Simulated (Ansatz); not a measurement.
A user runs Ansatz (an electronic-structure program) on HfB2 (P6/mmm, 3 atoms in the cell) and asks whether the run is sound. The aim is a self-consistent single point with DFT, revPBE, plane waves, PAW files made with PBE.

Cell that was meant: a = 3.1086 Å, b = 3.1086 Å, c = 3.4524 Å, α = 90.00°, β = 90.00°, γ = 120.00°.

Part of the input:

Ansatz 0.2 input:
```yaml
    - { symbol: B, position: [0.333333, 0.666667, 0.500000] }
    - { symbol: B, position: [0.666667, 0.333333, 0.500000] }
basis:
  ecutwfc: 210.0 eV
kpoints:
  mp_grid: { grid: [12, 12, 10] }
hamiltonian:
```

The program printed (abridged):

```
   [... lines left out ...]
PAW frozen core: B, regenerated for the run's functional, and the local potential with it
Initial density: superposition of atomic densities (chi_scale 0.1, normalization cell, long waves kept (reshape's long-wave potential 0.00 eV rms))
Initial wavefunctions: pseudopotential atomic-orbital guess
Eigensolver: davidson
Functional: x = revpbe(κ = 1.245, μ = 0.2195149727645171), c = pbe(β = 0.06672455060314922)
SCF iter   1: F=—  HF=-16045.158978 eV  |F-HF|=—  |Δ(HF+E_count)|=         —  Δρ=8.91e-2  dr2=2.68e0  ethr=3.10e-3  ⟨swp⟩=4.2  Hψ=8704  notcnv=0
all-band conjugate gradients solve this SCF's bands
preconditioner: auto → none
SCF iter   2: F=—  HF=-16043.686980 eV  |F-HF|=—  |Δ(HF+E_count)|=    1.47e0  Δρ=3.81e-2  dr2=5.52e-1  ethr=3.10e-3  ⟨swp⟩=2.0  Hψ=5472  notcnv=0
   [... lines left out ...]
SCF iter   5: F=—  HF=-16043.492178 eV  |F-HF|=—  |Δ(HF+E_count)|=   2.36e-3  Δρ=5.02e-4  dr2=3.29e-5  ethr=2.78e-5  ⟨swp⟩=2.0  Hψ=2848  notcnv=0
SCF iter   6: F=—  HF=-16043.492560 eV  |F-HF|=—  |Δ(HF+E_count)|=   3.82e-4  Δρ=5.43e-5  dr2=3.56e-7  ethr=1.03e-7  ⟨swp⟩=2.8  Hψ=3934  notcnv=0
SCF iter   7: F=-16043.492559 eV  HF=-16043.492559 eV  |F-HF|=7.10e-9  |Δ(HF+E_count)|=   2.30e-7  Δρ=6.60e-6  dr2=8.51e-9  ethr=3.13e-10  ⟨swp⟩=4.6  Hψ=8452  notcnv=0
SCF 1 converged in 7 iterations: F = -16043.492559 eV  dr2 = 8.51e-9
Free energy (F): -16043.492559 eV
Internal energy: -16043.483956 eV  (E = F + TS)
E sigma→0 (E₀):  -16043.488258 eV
Entropy (-TS):   -0.008603 eV (-2.868 meV/atom)
Fermi energy:    19.899251 eV
--- Forces (eV/Å), atoms counted from 1 ---
  atom   1  Hf    -0.00000000    -0.00000000     0.00000000
   [... zero for the other atoms too ...]
--- Stress (GPa, compression-positive) ---
       16.386330       0.000000      -0.000000
        0.000000      16.386330      -0.000000
       -0.000000      -0.000000      13.325883
  P = ⅓ Tr σ = 15.3662 GPa (153.662 kbar)
  The stress holds the Pulay correction. Without it, at fixed plane waves, as pw.x and ABINIT print it: P = -80.3573 GPa
```

Q: Is anything amiss in this input, and did it matter?

A: The run is not sound. The fault is a basis or grid far too coarse for these potentials. Far below the cutoff that the potentials were made for, the basis cannot represent the orbitals near the nuclei, and energies, forces and above all the stress go wrong. To fix it, restore the cutoff that the potentials need and check convergence. The run converged in 7 iterations without an error; against the sound input the free energy goes up by 1.31 eV/atom and the pressure goes from 12.28 to 15.37 GPa. At a fixed set of plane waves, without the program's Pulay estimate, the pressure is -80.36 GPa against 12.13 GPa.

The sound input it was made from differs as follows (other fixes are possible):
```diff
-  ecutwfc: 210.0 eV
+  ecutwfc: 420.0 eV
```

With that input, the run converged in 8 iterations: free energy E − TS (on the zero of these files) -16047.4317 eV; Fermi level (on the code's own zero) 19.90 eV; pressure 12.28 GPa (DFT, revPBE, plane waves, PAW files made with PBE).

On the sound input: the starting cell comes from a database of computed structures (which also holds hypothetical and non-ambient phases and stackings), without a prior relaxation at this level. Its lattice was rescaled by a random factor within 2.5 % of one. With a pressure of about 12 GPa the cell is away from its equilibrium volume at this level. Ansatz's pressure includes its estimate of the finite-basis (Pulay) stress.
